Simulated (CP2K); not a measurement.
Band structure of a sheet of PtSe2 (3 atoms in the cell).

```yaml
crystal:
  lattice:
    - [3.61926, 0.00000, 0.00000]
    - [-1.80963, 3.13437, 0.00000]
    - [0.00000, 0.00000, 16.98204]
  atoms:
    - { symbol: Pt, position: [0.00000, 0.00000, 0.50000] }
    - { symbol: Se, position: [0.33333, 0.66667, 0.58780] }
    - { symbol: Se, position: [0.66667, 0.33333, 0.41220] }
```

Method of the run: PBE, GPW, DZVP-MOLOPT-SR-GTH basis, GTH-PBE potentials (GTH_POTENTIALS) (CP2K).

Settings: CUTOFF = 500 Ry; REL_CUTOFF = 50 Ry; SMEAR/METHOD = GAUSSIAN; SIGMA = 0.136 eV; KPOINTS/SCHEME = MONKHORST-PACK 9 9 1; XC_FUNCTIONAL = PBE; Pt/BASIS_SET = DZVP-MOLOPT-SR-GTH; Pt/POTENTIAL = GTH-PBE-q18; Se/BASIS_SET = DZVP-MOLOPT-SR-GTH; Se/POTENTIAL = GTH-PBE-q6; METHOD = GPW; EPS_DEFAULT = 1e-11; EXTRAPOLATION = USE_GUESS; NGRIDS = 5.

The starting cell was generated: these elements placed on a structure prototype, without a prior relaxation; it need not be a known phase or ordering of this composition. Its lattice was rescaled in the plane by a random factor within 2.5 % of one. Spin-orbit coupling is off. Values carry the incompleteness of an atom-centred basis.

**Question.** Predict the gap along the standard path and the places of the band edges.

**Answer.** The gap along the path is 0.88 eV, from a point between Γ and M to a point between K and Γ; the smallest direct gap on it is 1.17 eV.

Levels in eV from the top of the valence band on the SCF mesh, bands 12 to 16:
```json
[
 {"point": "Γ", "12": "-1.92", "13": "-1.35", "14": "0.00", "15": "0.00", "16": "2.44"},
 {"point": "M", "12": "-2.13", "13": "-2.00", "14": "-1.73", "15": "-1.55", "16": "2.00"},
 {"point": "K", "12": "-2.83", "13": "-2.34", "14": "-1.10", "15": "-1.10", "16": "1.30"}
]
```

Higher empty bands are left out: an atom-centred basis made for the valence describes them poorly.
